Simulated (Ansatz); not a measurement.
# Au: response to strain

Start from Au in the fcc (Cu type) structure (space group Fm-3m, No. 225; a = 4.083 Å; relaxed with 0.1 eV smearing). Axes: x, y, z lie along the cube axes.

Strains are applied to the cell and any free atomic positions relax; under biaxial strain the out-of-plane vector relaxes too; under stress the whole cell relaxes.

All numbers come from PBEsol (Ansatz, an electronic-structure program, PAW, without spin-orbit coupling), earlier PAW set.

```csv
case,space group,shortest interatomic distance
base,Fm-3m (No. 225),2.887 Å
"biaxial strain +0.31 %, plane normal [111], relaxed out of plane",R-3m (No. 166),2.882 Å
uniaxial strain ε_xx = −0.57 %,I4/mmm (No. 139),2.879 Å
uniaxial strain ε_zz = +0.55 %,I4/mmm (No. 139),2.887 Å
tensor shear ε_xz = −0.94 %,Immm (No. 71),2.860 Å
"uniaxial stress, 8 GPa tension along z",I4/mmm (No. 139),2.765 Å
```

Beyond what the load breaks, stability against distortions was not tested.
